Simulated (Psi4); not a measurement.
Psi4 1.11, HF/def2-svpd, scf_type pk: W(S)2(Cl)(Br) ([S]=[W](=[S])([Cl])[Br]), 5 atoms. The geometry is a generated start, not checked to be a minimum at this level.

task: energy
method: scf
basis: def2-svpd
memory: 7 GB
e_convergence: 1e-08
d_convergence: 1e-07
guess: auto, which took SAD (default)
diis_max_vecs: 10 (default)
scf_initial_accelerator: adiis (default)
effective core potentials: those of the basis set, past Kr
basis functions: 157

```xyz
5

W     -0.0159     0.0854    -0.0155
S      1.3330    -0.4919    -1.6199
S      1.0932    -0.2326     1.8279
Cl    -0.6299     2.1428    -0.1901
Br    -1.7804    -1.5038    -0.0024
```

The reference run uses exact four-centre integrals (scf_type = pk). One run each, on a shared machine, so no times are given.

Settings tried, all else as in the reference:
- scf_type = cd, cholesky_tolerance = 1e-06
- scf_type = cd, cholesky_tolerance = 0.0001 (default)
- scf_type = dfdirj+cosx
- scf_type = dfdirj+link
- scf_type = cd, cholesky_tolerance = 1e-05
- scf_type = mem_df
- scf_type = direct
- scf_type = dfdirj+snlink
- scf_type = dfdirj+cosx, cosx_radial_points_final = 25, cosx_spherical_points_final = 50
- scf_type = dfdirj+cosx, cosx_radial_points_final = 50, cosx_spherical_points_final = 194
- scf_type = dfdirj+cosx, cosx_radial_points_final = 75, cosx_spherical_points_final = 302

Task: Which settings reproduce the reference to 1.0 meV/atom in energy?

Result: Within it: scf_type = direct; scf_type = dfdirj+cosx, cosx_radial_points_final = 50, cosx_spherical_points_final = 194; scf_type = cd, cholesky_tolerance = 1e-06; scf_type = dfdirj+link; scf_type = dfdirj+snlink; scf_type = dfdirj+cosx, cosx_radial_points_final = 75, cosx_spherical_points_final = 302. At the edge (between 0.75 and 1.33 times the tolerance): scf_type = mem_df; scf_type = cd, cholesky_tolerance = 1e-05. Outside: scf_type = cd, cholesky_tolerance = 0.0001 (default); scf_type = dfdirj+cosx; scf_type = dfdirj+cosx, cosx_radial_points_final = 25, cosx_spherical_points_final = 50.

```csv
setting,energy against the reference
scf_type = direct,under 0.001 meV/atom
"scf_type = dfdirj+cosx, cosx_radial_points_final = 50, cosx_spherical_points_final = 194",−0.0049 meV/atom
"scf_type = cd, cholesky_tolerance = 1e-06",+0.29 meV/atom
scf_type = dfdirj+link,−0.31 meV/atom
scf_type = dfdirj+snlink,−0.33 meV/atom
"scf_type = dfdirj+cosx, cosx_radial_points_final = 75, cosx_spherical_points_final = 302",+0.65 meV/atom
scf_type = mem_df,+0.82 meV/atom
"scf_type = cd, cholesky_tolerance = 1e-05",+1.0 meV/atom
"scf_type = cd, cholesky_tolerance = 0.0001 (default)",+8.7 meV/atom
scf_type = dfdirj+cosx,−19 meV/atom
"scf_type = dfdirj+cosx, cosx_radial_points_final = 25, cosx_spherical_points_final = 50",+96 meV/atom
```

Total energies are compared; such shifts often cancel in part in energy differences. The DFDIRJ builders fit J, which adds its shift to that of exchange. Psi4 runs the final COSX grid once, on the density of the start grid. No test of the SCF solution's stability was run. Also tried and not ranked: scf_type = cd, cholesky_tolerance = 0.01 (possibly another state); scf_type = cd, cholesky_tolerance = 0.001 (possibly another state). The tolerance is a choice made for this comparison.
